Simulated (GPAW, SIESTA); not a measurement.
A GPAW input for a self-consistent single point of HfMg6Sn (Amm2, 8 atoms in the cell) (DFT PBEsol, plane waves, GPAW PAW datasets PBEsol (made by gpaw-setup)):

```python
from ase import Atoms
from ase.units import GPa
from gpaw import GPAW

atoms = Atoms(['Mg', 'Mg', 'Mg', 'Mg', 'Mg', 'Mg', 'Hf', 'Sn'],
              cell=[[4.982420, 0.000000, 0.000000],
                    [0.000000, 3.255515, 5.524290],
                    [0.000000, -3.255515, 5.524290]],
              scaled_positions=[[0.500000, 0.332610, 0.833750],
                                [0.500000, 0.833750, 0.332610],
                                [0.500000, 0.332980, 0.332980],
                                [0.000000, 0.173400, 0.663900],
                                [0.000000, 0.663900, 0.173400],
                                [0.000000, 0.165990, 0.165990],
                                [0.000000, 0.669110, 0.669110],
                                [0.500000, 0.828260, 0.828260]],
              pbc=True)

calc = GPAW(mode={'name': 'pw', 'ecut': 800},
            xc='PBEsol',
            kpts={'size': (4, 3, 3), 'gamma': True},
            occupations={'name': 'methfessel-paxton', 'width': 0.2, 'order': 0},
            nbands=-12,
            symmetry={'symmorphic': False, 'tolerance': 0.0005},
            maxiter=150,
            txt='-')

atoms.calc = calc

energy = atoms.get_potential_energy()
print('Energy (eV):', round(energy, 6))
forces = atoms.get_forces()
print('Forces (eV/Ang):')
print(forces.round(5))
stress = atoms.get_stress()
print('Stress (GPa, Voigt):', (stress / GPa).round(4))
```

Question: Translate this input to SIESTA.

Answer: This is the input that was run; spellings and numerical settings could be chosen otherwise.

```
# files in the folder: Mg.psml Hf.psml Sn.psml (PseudoDojo PBEsol standard)
SystemName  HfMg6Sn
SystemLabel HfMg6Sn

NumberOfAtoms                8
NumberOfSpecies              3
%block ChemicalSpeciesLabel
  1 12 Mg
  2 72 Hf
  3 50 Sn
%endblock ChemicalSpeciesLabel
LatticeConstant              4.982420 Ang
%block LatticeVectors
     1.000000000    0.000000000    0.000000000
     0.000000000    0.653400356    1.108756387
     0.000000000   -0.653400356    1.108756387
%endblock LatticeVectors
AtomicCoordinatesFormat      Ang
%block AtomicCoordinatesAndAtomicSpecies
     2.491210000   -1.631468787    6.443310884  1
     2.491210000    1.631468787    6.443310884  1
     2.491210000    0.000000000    3.678956168  1
     0.000000000   -1.596830108    4.625488017  1
     0.000000000    1.596830107    4.625488017  1
     0.000000000    0.000000000    1.833953794  1
     0.000000000    0.000000000    7.392715364  2
     2.491210000    0.000000000    9.151096871  3
%endblock AtomicCoordinatesAndAtomicSpecies

XC.functional                GGA
XC.authors                   PBEsol
PAO.BasisSize                TZP
PAO.EnergyShift              0.01 Ry
MeshCutoff                   400 Ry
%block kgrid.MonkhorstPack
    4   0   0  0.0
    0   3   0  0.0
    0   0   3  0.0
%endblock kgrid.MonkhorstPack
OccupationFunction           MP
OccupationMPOrder            0
ElectronicTemperature        200.0 meV

MaxSCFIterations             150
SCF.Mixer.Method             Pulay
SCF.Mixer.Weight             0.2
SCF.Mixer.History            8
SCF.DM.Tolerance             1.0E-04
Diag.ParallelOverK           true
WriteForces                  true
```

Basis settings and potentials, where a program has them, do not carry over. This input uses DFT, GGA PBEsol, numerical atomic orbitals TZP, PseudoDojo PBEsol standard norm-conserving potentials (rewritten from UPF to PSML).

The starting cell comes from a database of computed structures (which also holds hypothetical and non-ambient phases and stackings), without a prior relaxation at this level.
